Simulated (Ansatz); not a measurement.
Consider LiNbO₃ (space group R3c, No. 161).

```
LiNbO3
1.0
    2.56733     1.48225     4.60804
   -2.56733     1.48225     4.60804
    0.00000    -2.96450     4.60804
Li Nb O
2 2 6
Direct
  0.28078   0.28078   0.28078
  0.78078   0.78078   0.78078
  0.99839   0.99839   0.99839
  0.49839   0.49839   0.49839
  0.10932   0.35998   0.71863
  0.71863   0.10932   0.35998
  0.35998   0.71863   0.10932
  0.21863   0.85998   0.60932
  0.85998   0.60932   0.21863
  0.60932   0.21863   0.85998
```

Cartesian axes are those of the cell as printed.

All numbers come from PBEsol (Ansatz, a first-principles code; PAW; 420 eV plane waves; without spin-orbit coupling).

Base values:

* **Shortest interatomic distance**: 1.882 Å

It is then changed as follows: tensile biaxial strain of 2.25 % in the plane normal to [001], as in epitaxy on a mismatched substrate; the out-of-plane cell vector and the atoms relax.

Problem. What does the calculation give for the ratio −ε⊥/ε∥, energy relative to the base and shortest interatomic distance after the change?

Solution. The ratio −ε⊥/ε∥ amounts to 0.55; the energy goes up by 6.9 meV/atom; the shortest interatomic distance goes up by 0.005 Å, from 1.882 Å to 1.887 Å.

Whether these cells are dynamically stable was not tested.
